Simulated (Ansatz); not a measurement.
The starting structures come from a database of crystals and need not be the phases stable at ambient conditions.

 Where the default PAW files enter, the runs use the earlier of Ansatz's two default sets.

Input:

```
O2Si
1.0
    5.06907     0.00000     0.00000
   -2.53454     4.38994     0.00000
    0.00000     0.00000     8.55849
Si O
4 8
Direct
  0.66667   0.33333   0.93713
  0.33333   0.66667   0.43713
  0.66667   0.33333   0.56287
  0.33333   0.66667   0.06287
  0.57874   0.57874   0.00000
  0.00000   0.57874   0.50000
  0.42126   0.00000   0.00000
  0.42126   0.42126   0.50000
  0.00000   0.42126   0.00000
  0.57874   0.00000   0.50000
  0.66667   0.33333   0.75000
  0.33333   0.66667   0.25000
```

Space group of this cell: P6_322. The cell is taken as given.

Level of theory: r2SCAN (plane waves, PAW; Ansatz, an electronic-structure program).

The current runs along the normal of the first two printed vectors; no spin-orbit coupling. Scaled by the factor s: both lengths across the current (ions clamped). Meshes 12×12×4 and 12×12 across the current in all rows.

| s | mean pressure (GPa) | band gap (eV) |
|---|---|---|
| 0.98 | 7.3 | 6.30 |
| 1.00 | 0.1 | 6.18 |
| 1.02 | -5.8 | ? |

### Question
Take the slope of the band gap against ln s from the two given rows, extrapolate to s = 1.02, and say what the run there gives.

### Answer
Slope = (6.30 − 6.18) / ln 0.98 = -5.94 eV. The line gives 6.18 + (-5.94) × ln 1.02 = 6.06 eV. The run gives 6.01 eV, 0.05 eV under the line, 45 % of the predicted step.
